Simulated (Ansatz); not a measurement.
Base system: BP in the wurtzite structure (space group P6_3mc, No. 186; a = 3.191 Å, c = 5.296 Å; a cell from a computed database, its experimental status unchecked).

Computed with r2SCAN in Ansatz (plane waves to 500 eV, PAW, no spin-orbit coupling), earlier PAW set.

Base values:

The width of the top valence band comes out as 5.12 eV. The c/a ratio comes out as 1.660 and the valence-band top at Γ is 0.00, 0.00, -0.47 eV.

Now apply this change: cell and atoms relaxed at a pressure of 18 GPa.

**Question.** Estimate the effect on the width of the top valence band.

**Answer.** The width of the top valence band rises by 0.50 eV (5.12 eV → 5.62 eV).

**Question.** Predict the new c/a ratio.

**Answer.** The c/a ratio hardly moves (1.660 against 1.661).

**Question.** What happens to the mean gap deformation potential ΔEg/Δln V?

**Answer.** The mean gap deformation potential ΔEg/Δln V amounts to +4.9 eV.

**Question.** How does this affect the valence-band top at Γ?

**Answer.** The valence-band top at Γ (three highest levels, from the VBM) changes from 0.00, 0.00, -0.47 eV to 0.00, 0.00, -0.58 eV.

Load acts through the strain it causes; cell and atoms are relaxed under it. No phonon test of stability was made. Competing high-pressure phases were not computed. This is not the structure that BP has at room temperature and ambient pressure.

Ansatz is a program for electronic structure.
